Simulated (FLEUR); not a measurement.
FLEUR run on Lu (P-1, 2 atoms in the cell): self-consistent single point.

Computed with PBE, all-electron FLAPW (FLEUR), scalar-relativistic valence.

The change in words: lattice scaled by 0.98. Reference geometry:
```
CELL_PARAMETERS angstrom
      3.51805     0.00000     0.00000
     -1.75903     3.04672     0.00000
      0.00000     0.00000     5.44608
ATOMIC_POSITIONS crystal
  Lu 0.33342 0.66561 0.25156
  Lu 0.66658 0.33439 0.74844
```

Reference input (self-consistent single point, DFT, PBE, all-electron FLAPW (FLEUR), scalar-relativistic valence): Kmax = 3.8 1/bohr; GmaxXC = 15.2 1/bohr; xcFunctional = pbe; jspins = 1; l_soc = F; mode = hist; fermiSmearingEnergy = 0.00367493 Htr; mesh (inpgen div1-3) = 7 7 4; inpgen gamma flag = true; Gmax = 15.2 1/bohr; numbands = 0; maxIterBroyd = 15. This run's input differs from it in these lines:

```diff
@@ -3,5 +3,5 @@
 &input film=f /
-3.5180501895 -0.0000000440 0.0000000000
--1.7590250567 3.0467208579 0.0000000000
-0.0000000000 0.0000000000 5.4460800000
+3.4476894282 -0.0000003494 0.0000000000
+-1.7238444115 2.9857868039 0.0000000000
+0.0000000000 0.0000000000 5.3371580000
 1.8897261246
@@ -43,5 +43,5 @@
          <bravaisMatrix>
-            <row-1>    6.6481513507521299    -0.0000000831479495     0.0000000000000000</row-1>
-            <row-2>   -3.3240756034719863     5.7574679995373543     0.0000000000000000</row-2>
-            <row-3>    0.0000000000000000     0.0000000000000000    10.2915996526615672</row-3>
+            <row-1>    6.5151887819767751    -0.0000006602703079     0.0000000000000000</row-1>
+            <row-2>   -3.2575938191572624     5.6423193258157669     0.0000000000000000</row-2>
+            <row-3>    0.0000000000000000     0.0000000000000000    10.0857669037178859</row-3>
          </bravaisMatrix>
```

Output (repeated stretches shortened):

```
 Iteration:     1   Distance:       8.40730122 me/bohr^3
 Iteration:     2   Distance:       7.16447781 me/bohr^3
 Iteration:     3   Distance:       3.77108386 me/bohr^3
 Iteration:     4   Distance:       1.60640997 me/bohr^3
 Iteration:     5   Distance:       1.09986980 me/bohr^3
   [... 8 lines left out ...]
 Iteration:    14   Distance:       0.00004708 me/bohr^3
 Iteration:    15   Distance:       0.00001309 me/bohr^3
 Iteration:    16   Distance:       0.00001095 me/bohr^3
 Iteration:    17   Distance:       0.00000647 me/bohr^3
 Reset of history
 Run finished successfully
 Stop message:
   Structural relaxation: new displacements generated

[file out, last iteration]
             iter=     18
[...]
          total density-effective poten   -5.0335251777E+04
          total charge density-energy d   -6.0459815086E+02
 Updated energy parameters for spin:           1
[...]
 fermi energy and band-weighting factors:

[...]
FERMIE:
          first approx. to ef    (T=0)  :   0.315678 htr   (energy of the highest occ. eigenvalue)
          number of occ. states  (T=0)  :       2474
          first approx. to seigv (T=0)  :  -9.614530 htr
          sum of weights of occ. states :  25.000000
          sum of semicore charge        :   0.000000 e
FERHIS:  Fermi-Energy by histogram:
          bandgap                     :   0.000214 htr
   [... lines left out ...]
          charge neutrality (T=0)     :   0.000000    (zero if the highest occ. eigenvalue is "entirely" occupied)
     EF_NEWTON:  Adjust Fermi-Energy by Newton-Method.
 Direct bandgap for spin            1 :    1.2111929130511068E-003  Htr
   [... lines left out ...]
 ---->    (input%tkb*entropy) TS=              0.0033780011 htr
 ---->    free energy=                    -29162.3033521737 htr
      extrapolation for T->0
 ---->    total electron energy=          -29162.3016631732 htr
 ***** TOTAL FORCES ON ATOMS *****
 TOTAL FORCE FOR ATOM TYPE=  1  X=  3.262   Y= -1.887   Z=  2.537
                       FX_TOT=-0.000161 FY_TOT= 0.000237 FZ_TOT=-0.001840
```

The run converged in 17 iterations. FLEUR gives forces in its relaxation mode, with a further iteration, so its stop message speaks of a relaxation. Against the reference run the free energy rises by 15.8 meV/atom and the largest force goes from 0.082 to 0.096 eV/Å.

The starting cell comes from a database of computed structures (which also holds hypothetical and non-ambient phases and stackings), without a prior relaxation at this level. Its atoms were displaced at random from the sites of space group no. 194. For this run, on top of that: lattice scaled by 0.98. Spin-orbit coupling is off. Values depend on the basis (sphere radii, cutoffs, local orbitals), which need not be converged. The log's line on a gap gives a spacing of levels on this mesh, which the program prints for metals too.

Cost on one core of a shared machine: roughly 3 min.
